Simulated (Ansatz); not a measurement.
LiF (Fm-3m), PBE, rigid bands in Ansatz (a first-principles code): N_c = 2.15e19 cm⁻³ at 300 K and an electron conductivity mass of 0.907 mₑ.

Q: For 1e16 electrons per cm³ at 300 K, place the Fermi level, estimate the Seebeck coefficient of a parabolic band with constant τ, and give mobility and conductivity for τ = 20 fs.

A: The level lies k_BT ln(N_c/n) = 0.198 eV below the conduction-band minimum. S ≈ −(k_B/e)[ln(N_c/n) + 5/2] = -877 μV/K, against -876 μV/K from the full bands (mean over directions). μ = eτ/m = 38.8 cm²/(V·s) and σ = neμ = 0.0621 S/cm. τ is assumed, not computed.

Band transport and this doping are assumed; polarons and phonon drag are left out. Spin-orbit coupling is left out. Geometry: cell and atoms relaxed with PBEsol.
